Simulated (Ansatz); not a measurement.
Start from GaN in the wurtzite structure (space group P6_3mc, No. 186; a = 3.152 Å, c = 5.138 Å).

All numbers come from LDA/PAW in Ansatz (a first-principles code), spin-orbit coupling left out.

Base values:

The pressure is 0.00 GPa.

Perturbation: an isotropic linear strain of +1.80 %; the atoms relax in the strained cell.

### Question
What does the calculation give for the energy relative to the base and pressure after the change?

### Answer
The energy increases by 19 meV/atom; the pressure (mean of the normal stresses, compression positive) goes from zero to -9.64 GPa.

No phonon test of stability was made.
